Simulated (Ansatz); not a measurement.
Base system: Al₂O₃ in the corundum structure (space group R-3c, No. 167; a = 4.8080 Å, c = 13.1216 Å (hexagonal axes)). Axes: x lies along a and z along c of the hexagonal cell.

(Cell as relaxed with PBE.)

Levels (all Ansatz, a quantum-chemistry and plane-wave program, PAW, earlier PAW set): PBE (420 eV, no SOC); r2SCAN (500 eV, without spin-orbit coupling).

Each level relaxes its own structure.

| base | PBE | r2SCAN |
|---|---|---|
| volume per atom | 8.76 Å³ | 8.49 Å³ |
| lattice parameter a | 9.086 bohr | 8.991 bohr |
| band gap | 5.86 eV | 7.15 eV |

Modification: uniaxial stress, 8 GPa tension along z; all other stress components relax to zero.

| quantity | PBE | r2SCAN |
|---|---|---|
| shift of the gap caused by the change | -0.18 eV | (withheld) |
| secant Young's modulus along z | 410 GPa | (withheld) |
| energy relative to the base (free energy F) | +4.3 meV/atom | (withheld) |
| shortest interatomic distance | 3.552 bohr | (withheld) |
| band gap | 5.68 eV | (withheld) |

Question: Given the PBE results, estimate those of r2SCAN.

Answer: 
- shift of the gap caused by the change, r2SCAN: -0.14 eV
- secant Young's modulus along z, r2SCAN: 460 GPa
- energy relative to the base (free energy F), r2SCAN: +3.7 meV/atom
- shortest interatomic distance, r2SCAN: 3.516 bohr
- band gap, r2SCAN: 7.00 eV

PBE's shift of the gap caused by the change lies 0.04 eV below r2SCAN's; PBE's secant Young's modulus along z lies 47.0 GPa below r2SCAN's; PBE's energy relative to the base lies 0.6 meV/atom above r2SCAN's; PBE's shortest interatomic distance lies 0.0352 bohr above r2SCAN's (1.0 %); PBE's band gap lies 1.325 eV below r2SCAN's. Neither level is exact; r2SCAN is the comparison here, not a measurement.

Load acts through the strain it causes; cell and atoms are relaxed under it. Beyond what the load breaks, stability against distortions was not tested.
